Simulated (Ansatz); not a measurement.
**Effect of tensor shear ε_xy = +1.43 % on Ag**

Base system: Ag in the fcc (Cu type) structure (space group Fm-3m, No. 225; a = 4.104 Å; relaxed with 0.1 eV smearing). Axes: x, y, z lie along the cube axes.

One thing is altered: tensor shear ε_xy = +1.43 % (engineering shear γ = 0.0286), atoms relaxed at fixed cell.

The values are results of Kohn–Sham DFT with the r2SCAN functional, run in Ansatz (a first-principles code) with PAW and 500 eV plane waves, no SOC, not measurements. Settings: 28×28×28 k-points, 0.1 eV Fermi–Dirac smearing.

```csv
quantity,base,changed,shift
volume per atom,17.28 Å³,17.28 Å³,0.00 Å³
space group,Fm-3m (No. 225),Immm (No. 71),–
shortest interatomic distance,2.902 Å,2.861 Å,-0.0415 Å
energy relative to the base (free energy F),0 meV/atom,+2.0 meV/atom,+2.0 meV/atom
"pressure (mean of the normal stresses, compression positive)",0.0 GPa,0.1 GPa,+0.1 GPa
band gap,zero,zero,–
"stress (xx, yy, zz, yz, xz, xy; compression positive)",–,"(0.2, 0.2, 0.0, 0.0, 0.0, -1.3) GPa",–
```

Final structure:

```
Ag
1.0
    0.02935     2.05214     2.05214
    2.05214     0.02935     2.05214
    2.08149     2.08149     0.00000
Ag
1
Cartesian
  0.00000   0.00000   0.00000
```

The cells carry an imposed strain or load. Stability against distortions was not tested.
